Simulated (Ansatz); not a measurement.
## A computed series for GaSb: pressure series

The parent structure is GaSb in the zinc blende structure (space group F-43m, No. 216; a = 6.214 Å).

Cell and atoms are relaxed at each pressure.

Level of theory: Ansatz (a first-principles code) PBE, no SOC, earlier PAW set.

Notes on the quantities. enthalpy: H = E + PV relative to the base's energy.

```csv
change,enthalpy,lattice parameter a,band gap
base,–,621.4 pm,zero
pressure −2 GPa,-0.38 eV/atom,632.0 pm,zero
pressure −1 GPa,-0.19 eV/atom,626.4 pm,zero
pressure 0.3 GPa,+0.06 eV/atom,620.1 pm,zero
pressure 0.7 GPa,+0.13 eV/atom,(withheld),zero
pressure 1.5 GPa,+0.28 eV/atom,615.1 pm,zero
pressure 3 GPa,+0.54 eV/atom,(withheld),0.12 eV
pressure 5 GPa,+0.89 eV/atom,603.0 pm,0.35 eV
pressure 7.5 GPa,+1.31 eV/atom,596.2 pm,0.58 eV
pressure 10 GPa,+1.72 eV/atom,590.2 pm,0.65 eV
```

Question: Fill in the withheld entries from the trend.

Answer: 
- pressure 0.7 GPa, lattice parameter a: 618.3 pm
- pressure 3 GPa, lattice parameter a: 609.4 pm

With Sb present, leaving out spin-orbit coupling can change the band edges. Load acts through the strain it causes; cell and atoms are relaxed under it. Whether these cells are dynamically stable was not tested. Tetrahedral semiconductors of this kind turn to denser phases somewhere between about 1 and 50 GPa; those were not computed, so compressed cells here can lie past the real transition. All final runs are without spin polarisation. The zero or small gap of GaSb can change with the level of theory.
